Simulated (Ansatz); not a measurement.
# Response to strain in Rb2PdP2

The parent structure is Rb2PdP2 (space group Cmcm, No. 63; a = 6.499 Å, b = 14.456 Å, c = 5.960 Å; a cell from a computed database, its experimental status unchecked). Axes: x, y, z lie along a, b, c of the conventional cell.

Strains are applied to the cell and any free atomic positions relax; under biaxial strain the out-of-plane vector relaxes too.

The values are results of PBEsol (Ansatz, a first-principles code; PAW; 420 eV plane waves; without spin-orbit coupling), earlier PAW set, not measurements.

Notes on the quantities. energy relative to the base: free energy F.

```csv
change,energy relative to the base,band gap,gap character,volume per atom,space group
base,0 meV/atom,1.00 eV,"indirect, Γ → k = (1/3, 1/3, 1/3) in the run's primitive reciprocal basis",28.00 Å³,Cmcm (No. 63)
"biaxial strain +2.92 %, plane normal [001], relaxed out of plane",+6.2 meV/atom,0.78 eV,"indirect, Γ → k = (-1/2, 0.167, 0) in the run's primitive reciprocal basis",29.23 Å³,Cmcm (No. 63)
isotropic strain −4.27 %,+41 meV/atom,0.55 eV,"indirect, Γ → k = (0.167, 1/3, 1/3) in the run's primitive reciprocal basis",24.56 Å³,Cmcm (No. 63)
uniaxial strain ε_xx = −0.94 %,+0.3 meV/atom,1.00 eV,"indirect, Γ → k = (0.167, 1/3, 1/3) in the run's primitive reciprocal basis",27.73 Å³,Cmcm (No. 63)
uniaxial strain ε_xx = −0.78 %,+0.2 meV/atom,1.00 eV,"indirect, Γ → k = (0.167, 1/3, 1/3) in the run's primitive reciprocal basis",27.78 Å³,Cmcm (No. 63)
uniaxial strain ε_xx = +3.25 %,+3.6 meV/atom,0.90 eV,"indirect, Γ → k = (0.167, 1/3, 0) in the run's primitive reciprocal basis",28.91 Å³,Cmcm (No. 63)
uniaxial strain ε_zz = −2.68 %,+3.5 meV/atom,0.76 eV,"indirect, Γ → k = (0.167, 1/3, 1/3) in the run's primitive reciprocal basis",27.25 Å³,Cmcm (No. 63)
uniaxial strain ε_zz = −1.94 %,+1.8 meV/atom,0.83 eV,"indirect, Γ → k = (0.167, 1/3, 1/3) in the run's primitive reciprocal basis",27.45 Å³,Cmcm (No. 63)
tensor shear ε_xz = −1.91 %,+1.0 meV/atom,0.97 eV,"indirect, Γ → k = (1/3, 1/3, -1/3) in the run's primitive reciprocal basis",27.99 Å³,C2/c (No. 15)
```

Stability against distortions was not tested. Labels are those of the standard path for the cell's own space group.
